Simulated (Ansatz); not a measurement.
# ZnGeP2: energy against strain

ZnGeP2 (chalcopyrite, I-42d, 20.503 Å³/atom and stress up to 0.01 GPa in the relaxed cell, c along z) under a strain ε along c (axis z), the other axes held. PBE in Ansatz, a plane-wave DFT program (PAW, default set), 420 eV, 9×9×9 Γ-centred mesh, Fermi-Dirac smearing 0.05 eV; ions are relaxed, or left where forces stay under 0.02 eV/Å, within the symmetry of each cell.

Here s stands for strain and y for E less E0.

| strain (%) | E less E0 (meV/atom) |
|---|---|
| -1.50 | 1.74 |
| -0.75 | 0.43 |
| 0.00 | 0.00 |
| 0.75 | 0.43 |
| 1.50 | 1.70 |
| 3.00 | ? |

Fit y of the 5 rows that show it with a parabola. Least squares gives y = 0.000 - 0.0107·s + 0.7644·s². Residuals (row less fit): 0.004, -0.008, 0.000, 0.008, -0.004; standard error 0.009 (degrees of freedom: 2). Twice the quadratic coefficient over the volume, 2 × 0.7644 meV × 10⁴ × 0.1602 / 20.503 Å³, is the elastic constant C33 = 119.5 ± 0.7 GPa (± standard error of the fit, which holds the terms cut off).

Q: What does the fit predict for y at s = 3.00, and how far is the calculated value from it?

A: y = 0.000 - 0.0107 × 3.00 + 0.7644 × 3.00² = 6.847 meV/atom. The calculation gives 6.69 meV/atom, 0.157 meV/atom below the prediction (2.3 % of the range of y in the table). The row lies outside the fitted rows, so this is an extrapolation. From the scatter of the fitted rows alone, a prediction at this place has a standard error of 0.037 meV/atom, so the miss is 4.2 times that.

A polynomial of degree 3 through the 8 other runs of the series gives 6.70 there, so most of the miss is curvature that the fit leaves out. Rows are the converged runs of the series near zero and its far end; series whose fitted rows scatter by over a few per cent of the range, as at a crossing or softening among them, aren't shown in this form, nor equations of state whose B0' disagrees with the runs' pressures. Most that stay on the fit to the last digits aren't either.
